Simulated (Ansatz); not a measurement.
Consider CdS in the zinc blende structure (space group F-43m, No. 216).

```cif
data_CdS
_chemical_formula_sum 'S1 Cd1'
_space_group_name_H-M_alt 'P 1'
_space_group_IT_number 1
_cell_length_a 4.11844
_cell_length_b 4.11844
_cell_length_c 4.11844
_cell_angle_alpha 60.000
_cell_angle_beta 60.000
_cell_angle_gamma 60.000
loop_
_space_group_symop_operation_xyz
  'x, y, z'
loop_
_atom_site_label
_atom_site_type_symbol
_atom_site_fract_x
_atom_site_fract_y
_atom_site_fract_z
_atom_site_occupancy
S1 S 0.75000 0.75000 0.75000 1
Cd1 Cd 0.00000 0.00000 0.00000 1
```

The values are results of PBEsol, PAW, 420 eV (Ansatz, a program for electronic structure; no spin-orbit coupling), not measurements.

It is then changed as follows: full substitution S → Se, then cell and atoms are relaxed.

Measured band gap: CdS 2.48 eV (0 K or low temperature; as listed in arXiv:1206.3780); CdSe 1.77 eV (0 K or low temperature; as listed in arXiv:1206.3780).

Measured lattice parameter a: CdS 5.832 Å (room temperature; as listed in arXiv:1206.3780); CdSe 6.077 Å (room temperature; as listed in arXiv:1206.3780).

### Question
How well does PBEsol reproduce the measured shift?

### Answer
With PBEsol the band gap moves by -0.53 eV (1.01 → 0.48) against -0.71 eV measured; the lattice parameter a moves by +0.258 Å (5.824 → 6.082) against +0.245 Å measured.

Whether these cells are dynamically stable was not tested.
